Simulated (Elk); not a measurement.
Band structure of Gd3TlC (Pm-3m, 5 atoms in the cell).

```yaml
crystal:
  lattice:
    - [4.88242, 0.00000, 0.00000]
    - [0.00000, 4.88242, 0.00000]
    - [0.00000, 0.00000, 4.88242]
  atoms:
    - { symbol: Gd, position: [0.50000, 0.00000, 0.00000], spin: 7.0 }
    - { symbol: Gd, position: [0.00000, 0.50000, 0.00000], spin: 7.0 }
    - { symbol: Gd, position: [0.00000, 0.00000, 0.50000], spin: 7.0 }
    - { symbol: Tl, position: [0.50000, 0.50000, 0.50000] }
    - { symbol: C, position: [0.00000, 0.00000, 0.00000] }
```
(The spins are starting values, not results.)

Method of the run: Elk 10.2.4 with PBEsol, all-electron FP-LAPW, Elk's shipped species files, default APW+lo basis.

Settings: xctype = 22; spinpol = true; stype = 0; swidth = 0.00367493 Ha; ngridk = 5 5 5; reducebf = 0.8; rmtscf = 0.94; nempty = 8 per atom; maxscl = 100.

The starting cell comes from a database of computed structures (which also holds hypothetical and non-ambient phases and stackings), without a prior relaxation at this level. Its lattice was rescaled by a random factor within 2.5 % of one. Spin-orbit coupling is off. The magnetic order is the one reached from the typed start; others were not searched systematically. With U or open f shells several self-consistent states can exist. The f electrons are in the valence without U or exact exchange, which can misplace them near the Fermi level. Spin-orbit terms, which matter for f shells, are left out. Values depend on the basis (sphere radii, cutoffs, local orbitals), which need not be converged.

Levels in eV from the Fermi level, bands 46 to 53 of the first spin channel:
| point | 46 | 47 | 48 | 49 | 50 | 51 | 52 | 53 |
|---|---|---|---|---|---|---|---|---|
| Γ | -0.52 | -0.52 | -0.52 | 0.14 | 0.14 | 0.14 | 2.25 | 2.25 |
| X | -0.64 | -0.64 | -0.61 | -0.61 | -0.19 | 0.88 | 1.74 | 2.49 |
| M | -1.47 | -1.34 | -1.34 | -0.95 | 1.54 | 1.54 | 1.65 | 1.65 |
| R | -3.73 | -0.09 | -0.09 | -0.09 | 1.36 | 1.36 | 1.36 | 1.63 |

Bands cross the Fermi level along this path, so the cell is metallic at this level.

The net moment of the cell came out as 21.29 μB.
